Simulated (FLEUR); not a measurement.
Band structure of InH (P6_3mc, 4 atoms in the cell).

```
InH
1.0
    3.43086     0.00000     0.00000
   -1.71543     2.97121     0.00000
    0.00000     0.00000     6.74451
In H
2 2
Cartesian
  0.00000   1.98081   2.31728
  1.71543   0.99040   5.68953
  0.00000   1.98081   0.21191
  1.71543   0.99040   3.58417
```

Computed with PBEsol, all-electron FLAPW (FLEUR), scalar-relativistic valence in FLEUR.

Settings: Kmax = 4.7 1/bohr; GmaxXC = 16.4 1/bohr; xcFunctional = PBEs; jspins = 1; l_soc = F; mode = hist; fermiSmearingEnergy = 0.00499791 Htr; mesh (inpgen div1-3) = 8 8 4; inpgen gamma flag = true; Gmax = 16.4 1/bohr; numbands = 0; maxIterBroyd = 25; imix = Anderson; alpha = 0.05.

The starting cell comes from a database of computed structures (which also holds hypothetical and non-ambient phases and stackings), without a prior relaxation at this level. Values depend on the basis (sphere radii, cutoffs, local orbitals), which need not be converged.

Levels in eV from the Fermi level, bands 11 to 18:
| point | 11 | 12 | 13 | 14 | 15 | 16 | 17 | 18 |
|---|---|---|---|---|---|---|---|---|
| Γ | -9.58 | -6.75 | -5.26 | 2.31 | 4.99 | 6.00 | 7.81 | 7.81 |
| M | -5.99 | -4.90 | -2.80 | -1.60 | -1.06 | 0.76 | 4.09 | 5.48 |
| K | -4.86 | -4.86 | -1.44 | -1.44 | -1.25 | 0.91 | 0.94 | 0.94 |
| A | -8.73 | -8.73 | -1.67 | -1.67 | 5.88 | 5.88 | 8.45 | 8.45 |
| L | -5.41 | -5.41 | -3.03 | -3.03 | 1.76 | 1.76 | 4.19 | 4.19 |
| H | -4.71 | -4.71 | -2.32 | -2.32 | -0.44 | -0.44 | 3.49 | 3.49 |
